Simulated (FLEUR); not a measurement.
Worked example: self-consistent single point of InSb (F-43m, 2 atoms in the cell) in FLEUR.

Method of the run: revPBE, all-electron FLAPW (FLEUR), scalar-relativistic valence.

```yaml
crystal:
  lattice:
    - [0.00000, 3.33651, 3.33651]
    - [3.33651, 0.00000, 3.33651]
    - [3.33651, 3.33651, 0.00000]
  atoms:
    - { symbol: In, position: [0.00000, 0.00000, 0.00000] }
    - { symbol: Sb, position: [0.25000, 0.25000, 0.25000] }
```

Reference input (self-consistent single point, DFT, revPBE, all-electron FLAPW (FLEUR), scalar-relativistic valence): Kmax = 4 1/bohr; GmaxXC = 16 1/bohr; xcFunctional = rpbe; jspins = 1; l_soc = F; mode = hist; fermiSmearingEnergy = 0.00499791 Htr; mesh (inpgen div1-3) = 8 8 8; inpgen gamma flag = true; Gmax = 16 1/bohr; numbands = 0; maxIterBroyd = 15. This run's input differs from it in these lines:

```diff
@@ -15,3 +15,3 @@
 &exco xctyp='rpbe' /
-&kpt div1=8 div2=8 div3=8 gamma=t /
+&kpt div1=5 div2=5 div3=5 /
 &end /
```

Log, with long lists cut:

```
 Iteration:     1   Distance:       4.07810220 me/bohr^3
 Iteration:     2   Distance:       3.80639862 me/bohr^3
 Iteration:     3   Distance:       1.92897793 me/bohr^3
 Iteration:     4   Distance:       0.51941681 me/bohr^3
 Iteration:     5   Distance:       0.45503667 me/bohr^3
   [... 6 lines left out ...]
 Iteration:    12   Distance:       0.00021391 me/bohr^3
 Iteration:    13   Distance:       0.00017022 me/bohr^3
 Iteration:    14   Distance:       0.00002289 me/bohr^3
 Iteration:    15   Distance:       0.00000454 me/bohr^3
 Run finished successfully
 Stop message:
   Structural relaxation: Done

[file out, last iteration]
             iter=     16
[...]
          total density-effective poten   -2.0497791755E+04
          total charge density-energy d   -3.3124652648E+02
 Updated energy parameters for spin:           1
[...]
 fermi energy and band-weighting factors:

[...]
FERMIE:
          first approx. to ef    (T=0)  :   0.162399 htr   (energy of the highest occ. eigenvalue)
          number of occ. states  (T=0)  :        196
          first approx. to seigv (T=0)  : -12.441834 htr
          sum of weights of occ. states :  14.000000
          sum of semicore charge        :   0.000000 e
FERHIS:  Fermi-Energy by histogram:
          bandgap                     :   0.000000 htr
   [... lines left out ...]
          charge neutrality (T=0)     :   0.000000    (zero if the highest occ. eigenvalue is "entirely" occupied)
     EF_NEWTON:  Adjust Fermi-Energy by Newton-Method.
 Direct bandgap for spin            1 :    4.3282653599434534E-002  Htr
 ---->    free energy=                    -12367.4050246606 htr
   [... lines left out ...]
      extrapolation for T->0
 ---->    total electron energy=          -12367.4047727637 htr
 ***** TOTAL FORCES ON ATOMS *****
 TOTAL FORCE FOR ATOM TYPE=  1  X=  0.000   Y=  0.000   Z=  0.000
                       FX_TOT= 0.000000 FY_TOT= 0.000000 FZ_TOT= 0.000000
 TOTAL FORCE FOR ATOM TYPE=  2  X=  3.153   Y=  3.153   Z=  3.153
                       FX_TOT= 0.000000 FY_TOT= 0.000000 FZ_TOT= 0.000000
 Structural relaxation: Done
```

The run converged in 15 iterations. FLEUR gives forces in its relaxation mode, with a further iteration, so its stop message speaks of a relaxation. Against the reference run the free energy rises by 19.6 meV/atom.

The starting cell comes from a database of computed structures (which also holds hypothetical and non-ambient phases and stackings), without a prior relaxation at this level. Its lattice was rescaled by a random factor within 2.5 % of one. Spin-orbit coupling is off. Values depend on the basis (sphere radii, cutoffs, local orbitals), which need not be converged. No gap is read from this output. The log's line on a gap gives a spacing of levels on this mesh, which the program prints for metals too.

Cost on one core of a shared machine: roughly 40 s.
